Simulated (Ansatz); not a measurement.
The reference is SrO in the rock salt structure (space group Fm-3m, No. 225).

```
CELL_PARAMETERS angstrom
      0.00000     2.59750     2.59750
      2.59750     0.00000     2.59750
      2.59750     2.59750     0.00000
ATOMIC_POSITIONS crystal
  O  0.00000 0.00000 0.00000
  Sr 0.50000 0.50000 0.50000
```

The values are results of PBE, PAW, 420 eV (Ansatz, a program for electronic structure; scalar-relativistic without spin-orbit coupling), not measurements.

One change was made to it. Results:

```tsv
quantity	base	after
band gap	3.33 eV	3.29 eV
smallest direct gap	3.42 eV	3.33 eV
shortest interatomic distance	2.598 Å	2.533 Å
gap character	indirect, Γ → X	indirect, Γ → X
```

**Question.** Name the change that was made.
(A) pressure 3 GPa
(B) pressure 1.5 GPa
(C) pressure 0.7 GPa
(D) pressure 0.3 GPa
(E) pressure 7.5 GPa

**Answer.** E, pressure 7.5 GPa. For comparison, the smallest direct gap in the other runs: pressure 3 GPa gives 3.39 eV; pressure 0.3 GPa gives 3.42 eV; pressure 1.5 GPa gives 3.41 eV; pressure 0.7 GPa gives 3.42 eV.

Load acts through the strain it causes; cell and atoms are relaxed under it. No phonon test of stability was made. No other phases were tried under pressure.
